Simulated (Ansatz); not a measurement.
Consider PbS in the rock salt structure (space group Fm-3m, No. 225; a = 5.903 Å).

Method: Ansatz (a program for electronic structure), PBEsol, PAW, cutoff 420 eV, scalar-relativistic without spin-orbit coupling.

For the base:

| Item | Value |
|---|---|
| Valley order | L along ⟨111⟩ 0.19 eV; a point along ⟨110⟩, about 0.7 Å⁻¹ from Γ 1.14 eV |

The change: an isotropic linear strain of +3.00 %, atoms relaxed at fixed cell.

Q: What does the calculation give for the valley order after the change?

A: The valley order (the lowest conduction-band minima on the path, energy above the VBM, named in the base's zone) changes from L along ⟨111⟩ 0.19 eV; a point along ⟨110⟩, about 0.7 Å⁻¹ from Γ 1.14 eV to L along ⟨111⟩ 0.50 eV; a point along ⟨110⟩, about 0.6 Å⁻¹ from Γ 1.35 eV.

With Pb present, leaving out spin-orbit coupling can change the band edges. The levels and masses belong to the bands next to the band gap. No phonon test of stability was made.
